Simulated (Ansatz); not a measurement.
A user runs Ansatz (an electronic-structure program) on HgTe (P4/nmm, 4 atoms in the cell) and asks whether the run is sound. The aim is a self-consistent single point with DFT, PBE, plane waves, default PAW files.

Cell that was meant: a = 4.8890 Å, b = 4.8890 Å, c = 6.1605 Å, α = 90.00°, β = 90.00°, γ = 90.00°.

Part of the input:

Ansatz 0.2 input:
```yaml
    - { symbol: Te, position_ang: [2.444488, 2.444488, 0.000000] }
basis:
  ecutwfc: 30.9 Ry
  ecutrho_ratio: 2
kpoints:
  mp_grid: { grid: [5, 5, 4] }
hamiltonian:
```

The program printed (abridged):

```
WARN basis.ecutrho_ratio = 2 (ecutrho = 840.8318350010292 eV) is below the records' recommended cutoff
   [... lines left out ...]
Symmetry: 16 space group operations
Space group: P4/nmm (ITA 129), of the structure as read, at distance tolerance 5.3e-5 Å
k-points: 18 of 100
Initial density: superposition of atomic densities (neutral atoms: chi_scale 0, normalization atom), corrected by the library's trained network
Initial wavefunctions: pseudopotential atomic-orbital guess
Eigensolver: davidson
Functional: x = pbe(κ = 0.804, μ = 0.2195149727645171), c = pbe(β = 0.06672455060314922)
SCF iter   1: F=—  HF=-41584.479996 eV  |F-HF|=—  |Δ(HF+E_count)|=         —  Δρ=2.94e-3  dr2=4.67e-2  ethr=1.77e-3  ⟨swp⟩=7.7  Hψ=3376  notcnv=0  defer=6
all-band conjugate gradients solve this SCF's bands
preconditioner: auto → LDOS
SCF iter   2: F=—  HF=-41584.475146 eV  |F-HF|=—  |Δ(HF+E_count)|=   4.85e-3  S|Δr|=    0.00e0  Δρ=1.82e-3  dr2=7.16e-3  ethr=6.48e-5  ⟨swp⟩=2.0  Hψ=1355  notcnv=0  defer=33
   [... lines left out ...]
SCF iter   5: F=—  HF=-41584.473181 eV  |F-HF|=—  |Δ(HF+E_count)|=   1.02e-4  S|Δr|=    0.00e0  Δρ=8.14e-5  dr2=1.36e-5  ethr=5.58e-7  ⟨swp⟩=2.0  Hψ=1045  notcnv=0  defer=33
SCF iter   6: F=—  HF=-41584.473170 eV  |F-HF|=—  |Δ(HF+E_count)|=   1.14e-5  S|Δr|=    0.00e0  Δρ=2.50e-5  dr2=9.69e-7  ethr=1.89e-8  ⟨swp⟩=2.0  Hψ=1291  notcnv=0  defer=33
SCF iter   7: F=-41584.473170 eV  HF=-41584.473170 eV  |F-HF|=9.53e-10  |Δ(HF+E_count)|=   6.58e-7  S|Δr|=    0.00e0  Δρ=5.23e-6  dr2=4.49e-8  ethr=1.39e-10  ⟨swp⟩=9.6  Hψ=3885  notcnv=0
SCF 1 converged in 7 iterations: F = -41584.473170 eV  dr2 = 4.49e-8
Stability not checked (fill_not_monotonic)
Free energy (F): -41584.473170 eV
Internal energy: -41584.474557 eV  (E = F + TS)
E sigma→0 (E₀):  -41584.473632 eV
Entropy (-TS):   0.001386 eV (0.347 meV/atom)
Fermi energy:    7.851784 eV
--- Forces (eV/Å), atoms counted from 1 ---
  atom   1  Hg     0.00000000     0.00000000     1.66197762
  atom   2  Hg    -0.00000000     0.00000000    -1.66197762
  atom   3  Te    -0.00000000     0.00000000     0.00000000
   [... lines left out ...]
  P = ⅓ Tr σ = 7.1959 GPa (71.959 kbar)
  The stress holds the Pulay correction, which leaves out the density cutoff's part. Without it, at fixed plane waves, as pw.x and ABINIT print it …
settings of this run that can trade accuracy for cost: basis.ecutrho_ratio < 4. Do not mix this run's numbers with those of runs without the same settings …
```

Problem. Is anything amiss in this input, and did it matter?

Solution. The compared values did not move, but the log warns. The input holds a density cutoff or grid that is too coarse, which can do harm: the charge density holds wave vectors up to twice those of the orbitals (four times the energy cutoff), and augmentation charges need more still. The run converged in 7 iterations, and against the sound input the free energy hardly moves (within 1 meV/atom), the pressure moves little (7.18 to 7.20 GPa) and the largest force stays at 1.662 eV/Å. The full log also holds (shortened here): “WARN basis.ecutrho_ratio = 2 (ecutrho = 840.8318350010292 eV) is below the records' recommended cutoff”. At a fixed set of plane waves, without the program's Pulay estimate, the pressure is 7.16 GPa against 7.15 GPa.

An input that runs soundly differs in these lines (not the only fix; some lines may just follow from the change or write a value another way):
```diff
-  ecutrho_ratio: 2
```

With that input, the run converged in 7 iterations: free energy E − TS (on the zero of these files) -41584.4725 eV; Fermi level (on the code's own zero) 7.85 eV; pressure 7.18 GPa; largest force (vector length) 1.662 eV/Å (DFT, PBE, plane waves, default PAW files).

On the sound input: the starting cell was generated: these elements placed on a structure prototype, without a prior relaxation; it need not be a known phase or ordering of this composition. Its lattice was rescaled by a random factor within 2.5 % of one. Spin-orbit coupling is off. With a pressure of about 7 GPa the cell is away from its equilibrium volume at this level. Forces in this geometry exceed 1 eV/Å. Ansatz's pressure includes its estimate of the finite-basis (Pulay) stress. The run gives no clean gap (levels at the Fermi energy touch, overlap or are partly filled at this smearing), which alone does not show that the compound is a metal.
